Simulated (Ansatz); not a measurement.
Consider BN in the h-BN type structure (space group P6_3/mmc, No. 194; a = 2.4998 Å, c = 6.4129 Å; layered, stacked along the Cartesian z axis).

Perturbation: cell and atoms relaxed at a pressure of 30 GPa.

Levels (all Ansatz, an electronic-structure program, PAW, earlier PAW set): PBEsol-D3(BJ) (420 eV, no SOC); r2SCAN (500 eV, no spin-orbit coupling); HSE06 (420 eV, without spin-orbit coupling); PBEsol+SOC (420 eV, spin-orbit coupling included).

One geometry, relaxed with PBEsol-D3(BJ), under each level:

| level | band gap | lowest conduction level above the VBM at special points |
|---|---|---|
| PBEsol-D3(BJ) | 3.65 eV | H 4.15 eV; M 4.27 eV; L 4.30 eV; K 6.12 eV |
| r2SCAN | 4.43 eV | H 4.97 eV; M 5.00 eV; L 5.06 eV; K 6.91 eV |
| HSE06 | 5.11 eV | H 5.67 eV; M 5.72 eV; L 5.77 eV; Γ 9.65 eV |
| PBEsol+SOC | 3.65 eV | H 4.15 eV; M 4.27 eV; L 4.30 eV; K 6.12 eV |

Single points use the geometry relaxed with PBEsol-D3(BJ). Their cutoffs differ, which shifts pressures a little. The hybrid gap comes from the SCF mesh plus the semilocal run's edge points and a few special points and is an upper bound. From pressure 30 GPa on, the axis ratios lie over 15 % from the base's, so the cell there is far from its starting form. Differences between runs with and without spin-orbit coupling are approximate. Load acts through the strain it causes; cell and atoms are relaxed under it. Whether these cells are dynamically stable was not tested. Competing high-pressure phases were not computed.
